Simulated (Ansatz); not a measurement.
Take InAgTe$_{2}$ in the chalcopyrite structure (space group I-42d, No. 122) as the base.

```cif
data_Ag2In2Te4
_chemical_formula_sum 'In2 Te4 Ag2'
_space_group_name_H-M_alt 'P 1'
_space_group_IT_number 1
_cell_length_a 7.98873
_cell_length_b 7.98873
_cell_length_c 7.98873
_cell_angle_alpha 131.450
_cell_angle_beta 131.450
_cell_angle_gamma 71.100
loop_
_space_group_symop_operation_xyz
  'x, y, z'
loop_
_atom_site_label
_atom_site_type_symbol
_atom_site_fract_x
_atom_site_fract_y
_atom_site_fract_z
_atom_site_occupancy
In1 In 0.50000 0.50000 0.00000 1
In2 In 0.25000 0.75000 0.50000 1
Te1 Te 0.37500 0.36941 0.49441 1
Te2 Te 0.63059 0.12500 0.00559 1
Te3 Te 0.87500 0.88059 0.50559 1
Te4 Te 0.11941 0.62500 0.99441 1
Ag1 Ag 0.00000 0.00000 0.00000 1
Ag2 Ag 0.75000 0.25000 0.50000 1
```

Computed with PBE/PAW in Ansatz (a quantum-chemistry and plane-wave program), no spin-orbit coupling.

Before the change:

```
Item         Value
--------  --------
Pressure  0.01 GPa
```

One thing is altered: every lattice vector is shortened by 1.50 %, atoms relaxed at fixed cell.

**Question.** Predict the new energy relative to the base and pressure.

**Answer.** The energy increases by 8.7 meV/atom; the pressure (mean of the normal stresses, compression positive) increases by 1.866 GPa, from 0.01 GPa to 1.87 GPa.

The cells carry an imposed strain or load. No phonon test of stability was made.
